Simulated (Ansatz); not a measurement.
Cost and result by functional for the adsorption energy of F on the 1x1 (100) surface of fcc Cu, one in a 2x2 cell, started at the site 'hollow Cu-Cu-Cu-Cu over Cu at depth 1.8 Å', in Ansatz (plane waves, PAW). Single points on the PBE structure, on one kind of machine; costs are rough ratios of the slab run's core time (references not counted) to the cheapest single point. r2SCAN's cost holds its higher cutoff (500 against 420 eV). Differences are taken against r2SCAN for comparison alone: no measured value is at hand, so the table doesn't rank accuracy.

Slab: 17 atoms, 5.3 Å thick at the start under the adsorbate (thin: gaps and levels are the slab's own); k 6x6x1, smearing 0.1 eV, dipole-corrected; 8 atoms held, the rest relaxed; held to the start's symmetry, so lower structures may exist; no spin, no spin-orbit, no U, no dispersion correction. At the end it is bonded to 4 Cu. In PBE this state lies 0.08 eV over the lowest of the starts that converged ('bridge Cu-Cu (span 2.6 Å)'). These notes are the PBE run's. Adsorption energies are against ½ F2(g). A negative adsorption energy means that the adsorbate is more stable on the surface than in its reference.

| functional | relative cost | adsorption energy (eV) | less r2SCAN (eV) |
|---|---|---|---|
| RPBE | 1 | -2.66 | 0.56 |
| r2SCAN | 2 | -3.22 | 0.00 |
| PBE (the relaxed run's value) | – | -2.83 | 0.39 |

The values span 0.56 eV, while the single points' costs differ by a factor of roughly 2. Differences are of unrounded values.

Ansatz is a first-principles code.
